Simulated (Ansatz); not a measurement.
The reference is MgS in the rock salt structure (space group Fm-3m, No. 225; a = 5.2030 Å). Axes: x, y, z lie along the cube axes.

The values are results of r2SCAN (Ansatz, a quantum-chemistry and plane-wave program; PAW; 500 eV plane waves; no spin-orbit coupling), not measurements.

Before the change:

The electron mass comes out as 0.53 mₑ along k, 0.31 mₑ across (at X).

Perturbation: the cell is stretched by 2.50 % along z with no lateral relaxation; the atoms relax in the strained cell.

Task: Estimate the effect on the hole mass and electron mass.

Result: The hole mass amounts to 0.26 mₑ along z, 0.99 mₑ across (at Γ); the electron mass changes from 0.53 mₑ along k, 0.31 mₑ across (at X) to 0.50 mₑ along k, 0.31 mₑ across (at X).

The levels and masses belong to the bands next to the band gap. Effective masses come from finite differences of ±0.01 Å⁻¹. Along k means along the line from Γ to the band edge. Whether these cells are dynamically stable was not tested.
